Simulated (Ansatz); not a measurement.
```yaml
crystal:
  lattice:
    - [3.77122, 0.00000, 0.00000]
    - [0.00000, 3.77122, 0.00000]
    - [1.88561, -1.88561, 2.64725]
  atoms:
    - { symbol: K, position: [0.00000, 0.00000, 0.00000] }
    - { symbol: F, position: [0.50000, 0.50000, 0.00000] }
```

No spin polarisation.

Computed with DFT with PBEsol, PAW potentials and a 420 eV plane-wave cutoff in Ansatz (a program for electronic structure), no spin-orbit coupling. k-mesh 11×11×11 (Γ-centred); smearing 0.05 eV (Fermi–Dirac).

**Question.** Predict the space group.

**Answer.** I4/mmm (No. 139).

**Question.** What is the computed electron mass?

**Answer.** 0.54 mₑ (at Γ).

**Question.** What band gap does the calculation give?

**Answer.** 6.10 eV.

**Question.** What is the computed mean in-plane stress (compression positive)?

**Answer.** -0.4 GPa.

The cells carry an imposed strain or load. Masses are band curvatures over ±0.01 Å⁻¹ around the edge. Stability against distortions was not tested. The cell was made from KF in the rock salt structure (space group Fm-3m, No. 225) by this change: biaxial strain +0.50 %, plane normal [001], relaxed out of plane.
